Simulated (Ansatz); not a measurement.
Subject: the formation energy of RuSi (P2₁3) from the elements. Reaction: Ru (hcp) + Si (diamond) → RuSi (P2₁3). A negative value means that the right-hand side lies lower. The value is per atom of the solid.

RuSi (P2₁3), 8 atoms in the cell; spin state with PBE: run without spin, k-point mesh 8×8×8 on the run's own vectors.
Space group P2₁3 (No. 198); a = b = c = 4.7366 Å, α = β = γ = 90.00°

```csv
atom,site,symmetry,x,y,z
Si,4a,.3.,0.8375,0.8375,0.8375
Ru,4a,.3.,0.1290,0.1290,0.1290
```

Ru (hcp, P6₃/mmc), 2 atoms in the cell; spin state with PBE: run without spin, k-point mesh 30×30×14 on the run's own vectors. Conventional cell: a = 2.7216 Å, b = 2.7216 Å, c = 4.2937 Å, α = 90.00°, β = 90.00°, γ = 120.00°.

Si (diamond, Fd-3m), 2 atoms in the cell, k-point mesh 10×10×10 on the run's own vectors. Conventional cell: a = b = c = 5.470 Å, α = β = γ = 90.00°.

All numbers come from Ansatz (a program for electronic structure), plane waves with PAW, its PAW set soft_1, cutoff 420 eV. The structures are at rest with PBE; other levels are single points on them. HSE06 runs on coarser k-point meshes, mended by the PBE difference between the two meshes. Some cells are metallic or hold partly filled levels, where a hybrid on a coarse mesh is less sure. Neutral cells; Fermi-Dirac smearing of at most 0.10 eV in the solids, energies taken to zero width. The lattices are those relaxed with PBE, so at other levels the solids can be strained, which adds to the spread. A dispersion term (D3(BJ), or D4 for r2SCAN) was computed beside these levels and is taken off wherever the name lacks it. Space groups of crystals are read within 0.01 Å. Nuclei at rest; no vibrational terms. Cells are local rest points, mostly with their start's symmetry.

Estimate the value that PBE returns for this input.

-0.63 eV/atom, for Ru (hcp) + Si (diamond) → RuSi (P2₁3).

How does the value move with the functional?


```csv
Method,value (eV/atom),less PBE
HSE06,-0.86,-0.23
```

The levels shown span 0.23 eV/atom, from HSE06 (-0.86) to PBE (-0.63).
